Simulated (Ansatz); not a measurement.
Consider La₂O₃ (space group P-3m1, No. 164; a = 3.935 Å, c = 6.126 Å).

Structures relaxed with r2SCAN, PAW, 500 eV (Ansatz, a first-principles code; no spin-orbit coupling).

Base:

Simulated powder pattern, Mo Kα, λ = 0.71073 Å (kinematic, ideal powder, no thermal factors, no anomalous dispersion; the 14 strongest lines at most, above 2 %, up to 2θ = 40°):

```csv
2θ (°),I/Imax (%),hkl
11.97,29,(100)
13.32,27,(002)
13.71,100,(011)
17.95,29,(012)
20.81,37,(110)
23.41,31,(103)
24.79,31,(112)
25.00,20,(201)
27.61,7.9,(202)
31.52,13,(023)
32.75,19,(121)
34.20,12,(114)
35.90,9.2,(105)
38.07,14,(213)
```

One thing is altered: cell and atoms relaxed at a pressure of 2.1 GPa.

After the change:

Simulated powder pattern, Mo Kα, λ = 0.71073 Å (kinematic, ideal powder, no thermal factors, no anomalous dispersion; the 14 strongest lines at most, above 2 %, up to 2θ = 40°):

```tsv
2θ (°)	I/Imax (%)	hkl
12.01	29	(100)
13.48	27	(002)
13.78	100	(011)
18.09	29	(012)
20.88	37	(110)
23.63	31	(103)
24.93	31	(112)
25.10	20	(201)
27.76	8.0	(202)
31.73	13	(023)
32.87	19	(121)
34.49	11	(114)
36.29	8.9	(105)
38.29	14	(213)
```

The indices refer to the base's conventional cell; one index is shown for lines that coincide.

Load acts through the strain it causes; cell and atoms are relaxed under it. Whether these cells are dynamically stable was not tested.
